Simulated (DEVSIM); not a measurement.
Structure: abrupt Si p-n junction, at 400 K.

| layer (left to right) | material | thickness (μm) | Nd (cm⁻³) | Na (cm⁻³) | τn (s) | τp (s) |
|---|---|---|---|---|---|---|
| 1 | Si | 3.00 | - | 1.8e17 | 0.00011 | 0.00011 |
| 2 | Si | 0.340 | 2.4e14 | - | 0.00011 | 0.00011 |

Left contact: ohmic. Right contact: ohmic. Voltage is applied to the left contact. Recombination: SRH at mid-gap, Auger. Mobility is μmin + (μ − μmin)/(1 + (N/Nref)^α).

Constants are typed, rounded textbook-type inputs, not results; the design itself was drawn at random and stands for no fabricated device. Values at 300 K; Nc and Nv go as T^1.5, mobilities as T to minus their exponent, the gap by Varshni's rule with the affinity fixed.

```
parameter               Si
----------------  --------
gap (eV)             1.124
affinity (eV)         4.05
permittivity          11.7
Nc (cm⁻³)          2.86e19
Nv (cm⁻³)           3.1e19
μn (cm²/Vs)           1417
μp (cm²/Vs)            470
μn,min                  52
μp,min                  45
Nref,n              9.7e16
Nref,p              2.2e17
αn                    0.68
αp                    0.72
T exponent of μn       2.3
T exponent of μp       2.2
Cn (cm⁶/s)         2.8e-31
Cp (cm⁶/s)         9.9e-32
Varshni α (eV/K)  0.000473
Varshni β (K)          636
```

Model (solved in DEVSIM): 1D drift-diffusion, Boltzmann statistics, complete ionisation; no tunnelling, impact ionisation, image-force lowering or self-heating.

The thickness of layer 1 was swept, all else fixed.

| thickness of layer 1 (μm) | dark forward voltage at 100 A/cm² (V) |
|---|---|
| 0.6 | 0.328 |
| 1 | 0.329 |
| 1.8 | 0.331 |
| 3 | 0.333 |
| 5.1 | 0.338 |
| 9 | 0.346 |
| 15 | ___ |

### Question
Fill in the missing entries.

### Answer

- 15, dark forward voltage at 100 A/cm² (V): 0.360
